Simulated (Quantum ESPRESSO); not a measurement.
Quantum ESPRESSO run on Ag (Fm-3m, 1 atom in the cell): self-consistent single point.

Method of the run: PBE, SSSP 1.1.2 efficiency (PBE) pseudopotentials (plane waves; Quantum ESPRESSO 7.5).

```
CELL_PARAMETERS angstrom
      0.00000     2.05523     2.05523
      2.05523     0.00000     2.05523
      2.05523     2.05523     0.00000
ATOMIC_POSITIONS crystal
  Ag 0.00000 0.00000 0.00000
```

Reference input (self-consistent single point, DFT, PBE, plane waves, SSSP 1.1.2 efficiency (PBE) pseudopotentials): ecutwfc = 60 Ry; occupations = smearing; smearing = fd; degauss = 0.0073499 Ry; potentials = {Ag: Ag_ONCV_PBE-1.0.oncvpsp.upf}; K_POINTS = automatic 14 14 14 0 0 0; conv_thr = 1e-10 Ry. This run's input differs from it in these lines:

```diff
@@ -14,4 +14,4 @@
  occupations = 'smearing'
- smearing = 'fd'
- degauss = 0.0073499
+ smearing = 'mp'
+ degauss = 0.0147
 /
@@ -25,3 +25,3 @@
 K_POINTS {automatic}
-14 14 14  0 0 0
+23 23 23  0 0 0
 CELL_PARAMETERS {angstrom}
```

The program printed (abridged):

```
     Self-consistent Calculation

     iteration #  1     ecut=    60.00 Ry     beta= 0.70

     Threshold (ethr) on eigenvalues was too large:
     Diagonalizing with lowered threshold

     total energy              =    -287.31969805 Ry
     estimated scf accuracy    <       0.02516588 Ry

     iteration #  2     ecut=    60.00 Ry     beta= 0.70

     total energy              =    -287.32627201 Ry
     estimated scf accuracy    <       0.01210194 Ry

     iteration #  3     ecut=    60.00 Ry     beta= 0.70

     total energy              =    -287.32889982 Ry
     estimated scf accuracy    <       0.00006412 Ry

   [... 4 blocks of this kind left out ...]

     iteration #  8     ecut=    60.00 Ry     beta= 0.70

     total energy              =    -287.32892501 Ry
     estimated scf accuracy    <          5.9E-10 Ry

     iteration #  9     ecut=    60.00 Ry     beta= 0.70
     End of self-consistent calculation

     Number of k-points >= 100: set verbosity='high' to print the bands.

     the Fermi energy is    17.6032 ev

!    total energy              =    -287.32892501 Ry
     estimated scf accuracy    <          4.4E-12 Ry
     smearing contrib. (-TS)   =      -0.00006689 Ry
     internal energy E=F+TS    =    -287.32885812 Ry

     convergence has been achieved in   9 iterations

     Forces acting on atoms (cartesian axes, Ry/au):

     atom    1 type  1   force =     0.00000000    0.00000000    0.00000000

     Total force =     0.000000     Total SCF correction =     0.000000

          total   stress  (Ry/bohr**3)                   (kbar)     P=       25.25
   0.00017165  -0.00000000  -0.00000000           25.25       -0.00       -0.00
  -0.00000000   0.00017165  -0.00000000           -0.00       25.25       -0.00
  -0.00000000  -0.00000000   0.00017165           -0.00       -0.00       25.25

   JOB DONE.
```

The run converged in 9 iterations. Against the reference run the free energy rises by 6.2 meV/atom and the pressure stays at 2.53 GPa.

The starting cell has typed, rounded lattice constants, without a prior relaxation at this level. Its lattice was rescaled by up to half a per cent.

Cost on one core of a shared machine: roughly 60 s.
